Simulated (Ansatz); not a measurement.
A self-consistent single point of MgAl₂Ge₂ (P3m1, 5 atoms in the cell) with Ansatz (an electronic-structure program).

Method of the run: PBEsol, default PAW files made with PBE (plane waves; Ansatz).

The change in words: lattice scaled by 0.98. Reference geometry:
```
CELL_PARAMETERS angstrom
      4.10584     0.00000     0.00000
     -2.05292     3.55576     0.00000
      0.00000     0.00000     6.77438
ATOMIC_POSITIONS crystal
  Mg 0.00000 0.00000 0.00738
  Al 0.66667 0.33333 0.36759
  Al 0.33333 0.66667 0.63241
  Ge 0.66667 0.33333 0.75695
  Ge 0.33333 0.66667 0.24305
```

Reference input (self-consistent single point, DFT, PBEsol, plane waves, default PAW files made with PBE): basis.ecutwfc = 30.9 Ry; kpoints.mp_grid.grid = 9 9 5; hamiltonian.xc = pbesol; hamiltonian.pseudopotentials = {kind: paw} (the program's default PAW files); scf.occupations.method = fermi_dirac; scf.occupations.width = 0.0073 Ry. This run's input differs from it in these lines:

```diff
@@ -2,5 +2,5 @@
   lattice:
-    - [4.105841, 0.000000, 0.000000]
-    - [-2.052920, 3.555762, 0.000000]
-    - [0.000000, 0.000000, 6.774382]
+    - [4.023724, 0.000000, 0.000000]
+    - [-2.011862, 3.484647, 0.000000]
+    - [0.000000, 0.000000, 6.638894]
   atoms:
```

Output, abridged:

```
SCF iter   1: F=—  HF=-11468.577677 eV  |F-HF|=—  |Δ(HF+E_count)|=         —  Δρ=2.50e-3  dr2=4.75e-3  ethr=1.77e-3  ⟨swp⟩=6.2  Hψ=5950  notcnv=0
all-band conjugate gradients solve this SCF's bands
preconditioner: auto → Kerker (q_TF=auto, 2.408 Å⁻¹)
SCF iter   2: F=—  HF=-11468.574889 eV  |F-HF|=—  |Δ(HF+E_count)|=   2.79e-3  Δρ=1.50e-3  dr2=2.12e-3  ethr=1.08e-5  ⟨swp⟩=2.0  Hψ=2356  notcnv=0
   [... lines left out ...]
SCF iter   5: F=—  HF=-11468.574432 eV  |F-HF|=—  |Δ(HF+E_count)|=   2.32e-5  Δρ=5.57e-5  dr2=5.97e-6  ethr=1.06e-7  ⟨swp⟩=2.3  Hψ=2165  notcnv=0
SCF iter   6: F=—  HF=-11468.574431 eV  |F-HF|=—  |Δ(HF+E_count)|=   1.19e-6  Δρ=2.96e-5  dr2=1.18e-6  ethr=1.36e-8  ⟨swp⟩=2.0  Hψ=2404  notcnv=0
SCF iter   7: F=—  HF=-11468.574431 eV  |F-HF|=—  |Δ(HF+E_count)|=   2.57e-7  Δρ=1.06e-5  dr2=2.34e-7  ethr=2.69e-9  ⟨swp⟩=2.0  Hψ=2444  notcnv=0
SCF iter   8: F=-11468.574431 eV  HF=-11468.574431 eV  |F-HF|=6.03e-8  |Δ(HF+E_count)|=   3.49e-8  Δρ=6.13e-6  dr2=4.67e-8  ethr=2.27e-10  ⟨swp⟩=4.4  Hψ=4876  notcnv=0
SCF 1 converged in 8 iterations: F = -11468.574431 eV  dr2 = 4.67e-8
Free energy (F): -11468.574431 eV
Internal energy: -11468.545766 eV  (E = F + TS)
E sigma→0 (E₀):  -11468.560098 eV
Entropy (-TS):   -0.028665 eV (-5.733 meV/atom)
Fermi energy:    8.594813 eV
--- Forces (eV/Å), atoms counted from 1 ---
  atom   1  Mg    -0.00000000     0.00000000    -0.18820399
  atom   2  Al     0.00000000     0.00000000     0.09113042
  atom   3  Al     0.00000000    -0.00000000     0.04971554
  atom   4  Ge     0.00000000     0.00000000     0.45996764
  atom   5  Ge    -0.00000000    -0.00000000    -0.41261181
--- Stress (GPa, compression-positive) ---
        4.604670      -0.000000       0.000000
       -0.000000       4.604670      -0.000000
        0.000000      -0.000000       3.543177
  P = ⅓ Tr σ = 4.2508 GPa (42.508 kbar)
  The stress holds the Pulay correction. Without it, at fixed plane waves, as pw.x and ABINIT print it: P = 4.2216 GPa
```

The run converged in 8 iterations. Against the reference run the free energy goes up by 13.2 meV/atom, the pressure goes from -0.36 to 4.25 GPa and the largest force goes from 0.203 to 0.460 eV/Å.

The starting cell comes from a database of computed structures (which also holds hypothetical and non-ambient phases and stackings), without a prior relaxation at this level. Its lattice was rescaled by up to half a per cent. One atom was moved a little off its site on purpose. For this run, on top of that: lattice scaled by 0.98. With a pressure of about 4 GPa the cell is away from its equilibrium volume at this level. Ansatz's pressure includes its estimate of the finite-basis (Pulay) stress.

Keys are those of Ansatz 0.2.
